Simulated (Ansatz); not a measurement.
SiO2 (model structure, started from the tetragonal ZrO2 type, P4₂/nmc, No. 137, 6 atoms in the cell), treated with PBEsol in Ansatz (PAW).

Settings: plane-wave cutoff 500 eV, 12×12×10 k mesh (along the axes of the cell as run), Fermi–Dirac smearing 0.05 eV, scalar-relativistic PAW data made under PBE.

Cell (relaxed at this level):

```yaml
crystal:
  lattice:
    - [2.82102, 0.00000, 0.00000]
    - [0.00000, 2.82102, 0.00000]
    - [0.00000, 0.00000, 8.62137]
  atoms:
    - { symbol: Si, position: [0.00000, 0.00000, 0.00000] }
    - { symbol: Si, position: [0.50000, 0.50000, 0.50000] }
    - { symbol: O, position: [0.00000, 0.50000, 0.09905] }
    - { symbol: O, position: [0.00000, 0.50000, 0.59905] }
    - { symbol: O, position: [0.50000, 0.00000, 0.40095] }
    - { symbol: O, position: [0.50000, 0.00000, 0.90095] }
```

### Question
Estimate the band gap that the calculation returns.

### Answer

- band gap: 5.04 eV (on the SCF k mesh)

Note: the relaxation could raise the start's symmetry but not lower it, so the cell can be a saddle point.

The computed numbers hold no vibrational or temperature effects.

The result took around 9 core-minutes (rough).

A model structure was made by putting elements into a prototype or built by hand; it is no filed structure, need not be a known phase, and can be a saddle point held by its symmetry.

Ansatz is a first-principles code.
